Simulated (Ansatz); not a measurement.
Take BaTiO₃ in the cubic perovskite structure (space group Pm-3m, No. 221; a = 3.970 Å) as the base.

Perturbation: a hydrostatic pressure of 1.8 GPa.

Levels (all Ansatz, a quantum-chemistry and plane-wave program, PAW): PBEsol (420 eV, without spin-orbit coupling); r2SCAN (500 eV, scalar-relativistic without spin-orbit coupling).

The geometry is relaxed with PBEsol.

* **PBEsol smallest direct gap**: 1.90 eV
* **PBEsol width of the top valence band**: 0.98 eV
* **PBEsol pressure**: 1.80 GPa
* **PBEsol lowest conduction level above the VBM at special points**: Γ 1.84 eV; X 1.98 eV; M 3.74 eV; R 4.45 eV

### Question
Predict the smallest direct gap, width of the top valence band, pressure and lowest conduction level above the VBM at special points from r2SCAN.

### Answer
The smallest direct gap grows by 0.42 eV, from 1.90 eV to 2.32 eV; the width of the top valence band is nearly the same (0.98 eV against 1.00 eV); the pressure grows by 3.59 GPa to 5.39 GPa; the lowest conduction level above the VBM at special points goes from Γ 1.84 eV; X 1.98 eV; M 3.74 eV; R 4.45 eV to Γ 2.24 eV; X 2.38 eV; M 4.06 eV; R 4.78 eV.

Single points use the geometry relaxed with PBEsol. Their cutoffs differ, which shifts pressures a little. Load acts through the strain it causes; cell and atoms are relaxed under it. Whether these cells are dynamically stable was not tested. All final runs are without spin polarisation. Many cubic perovskites are stable only at high temperature; tilts and polar distortions were not tested. This is not the structure that BaTiO3 has at room temperature and ambient pressure.
